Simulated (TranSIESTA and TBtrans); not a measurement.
Run with TranSIESTA and TBtrans (open boundaries, self-consistent; PseudoDojo norm-conserving potentials, scalar-relativistic): Spin polarized, PAO.BasisSize SZP, PAO.EnergyShift 0.15 eV, XC.Authors PBE, Mesh.Cutoff 150 Ry, ElectronicTemperature 300 K, TS.Voltage 0.0 eV, TBT.Elecs.Eta 0.001 eV.

Device: (3,3) carbon nanotube with one Mn atom in a divacancy. Geometry: 39 atoms about the centre moved by SIESTA (PBE, SZP) to a largest force of 0.04 eV/Å, all others as built. Transport runs along z; the first 36 and the last 36 of the 119 atoms are the lead cells, repeated to infinity.

```xyz
119
Lattice="13.082 0.000 0.000 0.000 13.020 0.000 0.000 0.000 24.682" Properties=species:S:1:pos:R:3 pbc="F F T"
C      6.896     4.500     0.000
C      5.521     4.742     0.000
C      8.582     6.510     0.000
C      4.623     7.208     0.000
C      8.105     7.822     0.000
C      5.521     8.278     0.000
C      7.562     4.742     1.234
C      4.978     5.198     1.234
C      8.459     5.812     1.234
C      4.500     6.510     1.234
C      7.562     8.278     1.234
C      6.187     8.520     1.234
C      6.896     4.500     2.468
C      5.521     4.742     2.468
C      8.582     6.510     2.468
C      4.623     7.208     2.468
C      8.105     7.822     2.468
C      5.521     8.278     2.468
C      7.562     4.742     3.702
C      4.978     5.198     3.702
C      8.459     5.812     3.702
C      4.500     6.510     3.702
C      7.562     8.278     3.702
C      6.187     8.520     3.702
C      6.896     4.500     4.936
C      5.521     4.742     4.936
C      8.582     6.510     4.936
C      4.623     7.208     4.936
C      8.105     7.822     4.936
C      5.521     8.278     4.936
C      7.562     4.742     6.170
C      4.978     5.198     6.170
C      8.459     5.812     6.170
C      4.500     6.510     6.170
C      7.562     8.278     6.170
C      6.187     8.520     6.170
C      6.880     4.344     7.397
C      5.431     4.590     7.393
C      8.677     6.472     7.440
C      4.623     7.208     7.405
C      8.105     7.822     7.405
C      5.521     8.278     7.405
C      7.564     4.540     8.652
C      4.820     5.080     8.604
C      8.509     5.685     8.651
C      4.361     6.476     8.622
C      7.620     8.332     8.657
C      6.187     8.520     8.639
C      6.811     4.206     9.876
C      5.412     4.587     9.828
C      8.637     6.408     9.927
C      4.502     7.211     9.866
C      8.191     7.810     9.887
C      5.451     8.323     9.870
C      4.867     5.083    11.114
C      8.664     5.646    11.159
C      4.375     6.466    11.111
C      7.622     8.348    11.108
C      6.174     8.610    11.101
C      5.463     4.480    12.289
C      8.736     6.493    12.333
C      4.531     7.222    12.339
C      8.227     7.869    12.337
C      5.471     8.354    12.346
C      7.811     4.571    13.571
C      4.997     5.084    13.521
C      8.637     5.762    13.619
C      4.440     6.445    13.561
C      7.652     8.359    13.581
C      6.210     8.599    13.578
C      7.021     4.343    14.796
C      5.561     4.612    14.797
C      8.775     6.520    14.843
C      4.543     7.213    14.791
C      8.233     7.886    14.825
C      5.521     8.278    14.809
C      7.673     4.633    16.050
C      4.928     5.108    16.008
C      8.624     5.752    16.054
C      4.500     6.510    16.043
C      7.562     8.278    16.043
C      6.187     8.520    16.043
Mn     7.371     4.216    11.724
C      6.896     4.500    17.277
C      5.521     4.742    17.277
C      8.582     6.510    17.277
C      4.623     7.208    17.277
C      8.105     7.822    17.277
C      5.521     8.278    17.277
C      7.562     4.742    18.511
C      4.978     5.198    18.511
C      8.459     5.812    18.511
C      4.500     6.510    18.511
C      7.562     8.278    18.511
C      6.187     8.520    18.511
C      6.896     4.500    19.745
C      5.521     4.742    19.745
C      8.582     6.510    19.745
C      4.623     7.208    19.745
C      8.105     7.822    19.745
C      5.521     8.278    19.745
C      7.562     4.742    20.979
C      4.978     5.198    20.979
C      8.459     5.812    20.979
C      4.500     6.510    20.979
C      7.562     8.278    20.979
C      6.187     8.520    20.979
C      6.896     4.500    22.214
C      5.521     4.742    22.214
C      8.582     6.510    22.214
C      4.623     7.208    22.214
C      8.105     7.822    22.214
C      5.521     8.278    22.214
C      7.562     4.742    23.448
C      4.978     5.198    23.448
C      8.459     5.812    23.448
C      4.500     6.510    23.448
C      7.562     8.278    23.448
C      6.187     8.520    23.448
```

**Question.** Give the largest eigenchannel transmissions at the Fermi level (four at most) and the total.

**Answer.** Up: 0.93, 0.016 (total 0.94); down: 0.89, 0.21 (total 1.10). Moments were seeded on the central atoms alone, and one start was tried. Moving central atoms between leads that stay as built scatters by itself, most near band edges, so not all of the loss belongs to a defect.
